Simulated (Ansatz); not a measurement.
# Several settings converged on a (111) slab of AlNi (cut from a parent of space group no. 65; 10 atoms in the cell)

```yaml
crystal:
  lattice:
    - [2.74374, 0.00000, 0.00000]
    - [2.72330, 4.13239, 0.00000]
    - [0.00000, 0.00000, 22.20671]
  atoms:
    - { symbol: Al, position: [0.50243, 0.51631, 0.31522] }
    - { symbol: Al, position: [0.94741, 0.07550, 0.40761] }
    - { symbol: Al, position: [0.39240, 0.63468, 0.50000] }
    - { symbol: Al, position: [0.83738, 0.19386, 0.59239] }
    - { symbol: Al, position: [0.28236, 0.75304, 0.68478] }
    - { symbol: Ni, position: [0.50243, 0.01631, 0.31522] }
    - { symbol: Ni, position: [0.94741, 0.57549, 0.40761] }
    - { symbol: Ni, position: [0.39240, 0.13468, 0.50000] }
    - { symbol: Ni, position: [0.83738, 0.69386, 0.59239] }
    - { symbol: Ni, position: [0.28236, 0.25304, 0.68478] }
```

Base method: PBEsol, default PAW files made with PBE (plane waves; Ansatz, a program for electronic structure).

Base settings: basis.ecutwfc = 30.9 Ry; kpoints.mp_grid.grid = 9 5 1; hamiltonian.xc = pbesol; hamiltonian.pseudopotentials = {kind: paw} (the program's default PAW files); scf.occupations.method = gaussian; scf.occupations.width = 0.0073 Ry.

The count of work is k-points × plane waves × bands × iterations; it is no time. Core times come from one kind of shared machine, to one figure; runs under 30 s give none.

**The vacuum**

The mesh stays at the base's, so the ladder's end is converged at best in this setting alone.

Only quantities that move along the ladder and can be compared are tabulated.

| vacuum between outermost atoms (Å) | free energy less the last step's (meV/atom) | largest difference of a force vector from the last step's (eV/Å) | count of work / last |
|---|---|---|---|
| 3.0 | -102.16 | 0.871 | 0.27 |
| 4.0 | -20.86 | 0.171 | 0.29 |
| 5.0 | -5.19 | 0.032 | 0.31 |
| 6.0 | -1.19 | 0.011 | 0.34 |
| 7.0 | -0.33 | 0.004 | 0.36 |
| 8.0 | -0.10 | 0.001 | 0.39 |
| 10.0 | -0.01 | 0.000 | 0.43 |
| 12.0 | 0.00 | 0.000 | 0.48 |
| 14.0 | 0.00 | 0.000 | 0.53 |
| 17.0 | 0.00 | 0.000 | 0.60 |
| 20.0 | 0.00 | 0.000 | 0.67 |
| 25.0 | 0.00 | 0.000 | 0.87 |
| 30.0 | 0.00 | 0.000 | 1.0 |

Smallest vacuum between outermost atoms (Å) that holds the forces within 0.005 eV/Å of the last step, with all finer ones: 7.0, at 0.36 of the last step's count of work; the step before is off by 0.011 eV/Å.

Smallest vacuum between outermost atoms (Å) that holds the free energy within 1 meV/atom of the last step, with all finer ones: 7.0, at 0.36 of the last step's count of work; the step before is off by 1.2 meV/atom.

**The depth of the slab**

On the (111) slab of AlNi (cut from a parent of space group no. 65; 2 atoms in the cell), and deeper slabs.

Surface energy = (E_slab − N e_bulk)/2A, with e_bulk from the bulk crystal on its finest mesh (1584 k-points); errors per atom of slab and bulk, whose meshes differ, grow with N.

The mesh stays at the base's, so the ladder's end is converged at best in this setting alone.

Only quantities that move along the ladder and can be compared are tabulated.

```tsv
atoms	unrelaxed surface energy (J/m²)	count of work / last	core time / last (rough)
2	1.841	0.019	–
4	1.819	0.042	–
6	1.848	0.078	–
8	1.837	0.12	–
10	1.819	0.18	–
14	1.836	0.30	0.2
16	1.854	0.36	0.3
18	1.854	0.44	0.4
22	1.835	0.67	0.6
28	1.842	1.0	1
```

Smallest size that holds the unrelaxed surface energy within 0.02 J/m² of the last step, with all finer ones: 14, at 0.30 of the last step's count of work and about 0.2 of the last step's time; the step before is off by 0.023 J/m².

On the base run: the starting cell comes from a database of computed structures (which also holds hypothetical and non-ambient phases and stackings), without a prior relaxation at this level. The slab is cut from that crystal, and its faces are unrelaxed. Its lattice was rescaled by up to half a per cent. Spin polarisation is off.

Keys are those of Ansatz 0.2.
